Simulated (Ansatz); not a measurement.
CsCl-type CoAl, treated with PBE in Ansatz (PAW).

Numerical settings: plane-wave cutoff 520 eV, 22×22×22 k mesh, Fermi–Dirac smearing 0.041 eV (set by the program), no spin polarisation, scalar-relativistic PAW data made under PBE.

Computed at the level's own relaxed cell.

Hill averages of the elastic tensor: K = 179.2 GPa, G = 115.2 GPa. Volume 11.599 Å³/atom, mean atomic mass 42.957 u.

Task: Work out the density, the sound velocities of a polycrystal and the elastic Debye temperature, and Pugh's ratio at this level.

Result: ρ = 1.66054 × 42.957/11.599 = 6.150 g/cm³. v_l = √[(K + 4G/3)/ρ] = 7.356 km/s and v_t = √(G/ρ) = 4.328 km/s. The mean follows from 3/v_m³ = 1/v_l³ + 2/v_t³: v_m = 4.797 km/s. Θ_D = (ħ/k_B) v_m (6π²/V)^(1/3) = 76.38 K Å s/km × 4.797 × 1.7219 Å⁻¹ = 631 K, counting all atoms of the cell. K/G = 1.56, to be set beside Pugh's rough bound of 1.75 between brittle and ductile metals.

Ansatz is a quantum-chemistry and plane-wave program.
